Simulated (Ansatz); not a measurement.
The starting structures come from a database of crystals and need not be the phases stable at ambient conditions.

Data:

```
CELL_PARAMETERS angstrom
      3.44382     0.00000     0.00000
      0.00000     3.44382     0.00000
      1.72191     1.72191     2.43515
ATOMIC_POSITIONS crystal
  Be 0.00000 0.00000 0.00000
  S  0.25000 0.75000 0.50000
```

Space group of this cell: F-43m, zinc blende. The cell is taken as given.

The numbers are results of r2SCAN (plane waves, PAW; Ansatz, an electronic-structure program), not measurements.

The current runs along the normal of the first two printed vectors; no spin-orbit coupling. Scaled by the factor s: the length along the current (ions clamped). Meshes 12×12×12 and 10×10 across the current in all rows.

| s | mean pressure (GPa) | band gap (eV) |
|---|---|---|
| 0.97 | 3.0 | 3.25 |
| 1.00 | -0.1 | 3.59 |
| 1.03 | -2.8 | ? |

### Question
Take the slope of the band gap against ln s from the two given rows, extrapolate to s = 1.03, and say what the run there gives.

### Answer
Slope = (3.25 − 3.59) / ln 0.97 = 11.2 eV. The line gives 3.59 + (11.2) × ln 1.03 = 3.92 eV. The run gives 3.53 eV, 0.39 eV under the line, 118 % of the predicted step.
